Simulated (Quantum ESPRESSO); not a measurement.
A self-consistent single point of Ga₃Hg (I4/mmm, 4 atoms in the cell) with Quantum ESPRESSO.

Method of the run: PBEsol, PseudoDojo standard norm-conserving (PBESOL) pseudopotentials (plane waves; Quantum ESPRESSO).

The change in words: lattice scaled by 0.98. Reference geometry:
```xyz
4
Lattice="-2.1214 2.1214 4.6441 2.1214 -2.1214 4.6441 2.1214 2.1214 -4.6441" Properties=species:S:1:pos:R:3 pbc="T T T"
Ga     0.0000     2.1214     2.3220
Ga     2.1214     0.0000     2.3220
Ga     0.0000     0.0000     4.6441
Hg     0.0000     0.0000     0.0000
```

Reference input (self-consistent single point, DFT, PBEsol, plane waves, PseudoDojo standard norm-conserving (PBESOL) pseudopotentials): ecutwfc = 80 Ry; occupations = smearing; smearing = fd; degauss = 0.0099958 Ry; potentials = {Ga: Ga.upf, Hg: Hg.upf}; K_POINTS = automatic 7 7 7 0 0 0; conv_thr = 1e-10 Ry; mixing_beta = 0.4. This run's input differs from it in these lines:

```diff
@@ -33,5 +33,5 @@
 CELL_PARAMETERS angstrom
-  -2.12136500     2.12136500     4.64406500
-   2.12136500    -2.12136500     4.64406500
-   2.12136500     2.12136500    -4.64406500
+  -2.07893800     2.07893800     4.55118400
+   2.07893800    -2.07893800     4.55118400
+   2.07893800     2.07893800    -4.55118400
```

Log, with long lists cut:

```
     Self-consistent Calculation

     iteration #  1     ecut=    80.00 Ry     beta= 0.40

---- Real-time Memory Report at c_bands before calling an iterative solver
           221 MiB given to the printing process from OS
           187 MiB allocation reported by mallinfo(arena+hblkhd)
------------------

     Threshold (ethr) on eigenvalues was too large:
     Diagonalizing with lowered threshold

---- Real-time Memory Report at c_bands before calling an iterative solver
           235 MiB given to the printing process from OS
           196 MiB allocation reported by mallinfo(arena+hblkhd)
------------------

   [... lines left out ...]

---- Real-time Memory Report at c_bands before calling an iterative solver
           263 MiB given to the printing process from OS
           215 MiB allocation reported by mallinfo(arena+hblkhd)
------------------

     total energy              =    -791.19956988 Ry
     estimated scf accuracy    <          1.1E-10 Ry

     iteration # 11     ecut=    80.00 Ry     beta= 0.40

---- Real-time Memory Report at c_bands before calling an iterative solver
           263 MiB given to the printing process from OS
           215 MiB allocation reported by mallinfo(arena+hblkhd)
------------------
     End of self-consistent calculation

     the Fermi energy is    12.2937 ev

!    total energy              =    -791.19956988 Ry
     estimated scf accuracy    <          1.1E-12 Ry
     smearing contrib. (-TS)   =      -0.00698093 Ry
     internal energy E=F+TS    =    -791.19258894 Ry

     convergence has been achieved in  11 iterations

     Forces acting on atoms (cartesian axes, Ry/au):

     atom    1 type  1   force =     0.00000000    0.00000000    0.00000000
   [... zero for the other atoms too ...]

     Total force =     0.000000     Total SCF correction =     0.000000

          total   stress  (Ry/bohr**3)                   (kbar)     P=       -9.94
  -0.00006503   0.00000000  -0.00000000           -9.57        0.00       -0.00
   0.00000000  -0.00006503  -0.00000000            0.00       -9.57       -0.00
  -0.00000000  -0.00000000  -0.00007266           -0.00       -0.00      -10.69

   JOB DONE.
```

The run converged in 11 iterations. Against the reference run the free energy drops by 18.5 meV/atom and the pressure goes from -3.74 to -0.99 GPa.

The starting cell comes from a database of computed structures (which also holds hypothetical and non-ambient phases and stackings), without a prior relaxation at this level. For this run, on top of that: lattice scaled by 0.98.

Cost on one core of a shared machine: roughly 90 s.
